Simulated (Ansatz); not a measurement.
```
ZnCu2SnS4
1.0
   -2.73416     2.73416     5.39635
    2.73416    -2.73416     5.39635
    2.73416     2.73416    -5.39635
Cu Zn Sn S
2 1 1 4
Direct
  0.00000   0.00000   0.00000
  0.75000   0.25000   0.50000
  0.25000   0.75000   0.50000
  0.50000   0.50000   0.00000
  0.63681   0.62897   0.52497
  0.10400   0.11184   0.47503
  0.37103   0.89600   0.00784
  0.88816   0.36319   0.99216
```

No spin polarisation.

Level of theory: Ansatz (a first-principles code), PBE, PAW, cutoff 420 eV, no spin-orbit coupling. Γ-centred 9×9×9 mesh, Fermi–Dirac width 0.05 eV.

**Question.** Predict the pressure and space group.

**Answer.** 
- Pressure (mean of the normal stresses, compression positive) = 0.9 GPa
- Space group = I-4 (No. 82)

The cells carry an imposed strain or load. No phonon test of stability was made. All final runs are without spin polarisation. The cell was made from ZnCu2SnS4 (space group I-4, No. 82) by this change: uniaxial strain ε_zz = −1.30 %.
